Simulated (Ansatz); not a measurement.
## Effect of x(Pb) = 0.25, 6 atoms, P-4m2 on hypothetical fluorite ZrSe2

The reference is ZrSe$_{2}$ in the fluorite structure (space group Fm-3m, No. 225; a = 6.5969 Å; a hypothetical phase, not in the database extracts checked).

The other end (x = 1) is ZrPb₂ (space group Fm-3m, No. 225; a hypothetical phase, not in the database extracts checked): 30.83 Å³/atom, gap zero; this end may not be an ambient phase.

One thing is altered: Pb replaces 25.0 % of the Se, ordered in a cell of 6 atoms (starting symmetry P-4m2) and fully relaxed.

Computed with Ansatz (a first-principles code), PBE, PAW, cutoff 420 eV, no spin-orbit coupling, earlier PAW set. Settings: 10×10×7 k-points, 0.05 eV Fermi–Dirac smearing, for the changed cell.

```yaml
volume_per_atom: 25.67 Å³ (base 23.92 Å³)
density: 6.76 g/cm³ (base 5.76 g/cm³)
shortest_interatomic_distance: 2.751 Å (base 2.857 Å)
band_gap: zero (base zero)
mixing_energy: "+0.05 eV/atom (to 0.01 eV only: unlike meshes or grids) (against an end that may be hypothetical)"
```

Final structure:

```yaml
crystal:
  lattice:
    - [4.66552, 0.00000, 0.00000]
    - [0.00000, 4.66552, 0.00000]
    - [0.00000, 0.00000, 7.07546]
  atoms:
    - { symbol: Zr, position: [0.50000, 0.00000, 0.79402] }
    - { symbol: Zr, position: [0.00000, 0.50000, 0.20598] }
    - { symbol: Se, position: [0.00000, 0.00000, 0.50000] }
    - { symbol: Se, position: [0.50000, 0.50000, 0.00000] }
    - { symbol: Se, position: [0.00000, 0.00000, 0.00000] }
    - { symbol: Pb, position: [0.50000, 0.50000, 0.50000] }
```

Each cell is one ordered arrangement of few atoms, which overstates ordering effects compared with a random alloy. No phonon test of stability was made. The final runs are not spin-polarised. Zr2PbSe3 and ZrPb2 have a high density of states at the Fermi level and may be magnetic at this level.
